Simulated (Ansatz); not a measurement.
Start from GaSb in the zinc blende structure (space group F-43m, No. 216; a = 6.132 Å). Axes: x, y, z lie along the cube axes.

Computed with r2SCAN, PAW, 500 eV (Ansatz, an electronic-structure program; spin-orbit coupling left out).

Base values:

```
Property                            Result
---------------------  -------------------
Valence-band top at Γ  0.00, 0.00, 0.00 eV
Band gap                           0.41 eV
```

It is then changed as follows: tensor shear ε_xy = +1.43 % (engineering shear γ = 0.0286), atoms relaxed at fixed cell.

Predict the new valence-band top at Γ, stress, energy relative to the base and band gap.

The valence-band top at Γ (three highest levels, from the VBM) goes from 0.00, 0.00, 0.00 eV to 0.00, -0.14, -0.22 eV; the stress (xx, yy, zz, yz, xz, xy; compression positive) is (0.04, 0.04, 0.00, 0.00, 0.00, -1.25) GPa; the energy goes up by 3.2 meV/atom; the band gap falls by 0.12 eV to 0.29 eV.

With Sb present, leaving out spin-orbit coupling can change the band edges. The cells carry an imposed strain or load. Stability against distortions was not tested. A zero or small gap of GaSb under tensor shear ε_xy = +1.43 % can be the functional's error rather than a property of the material.
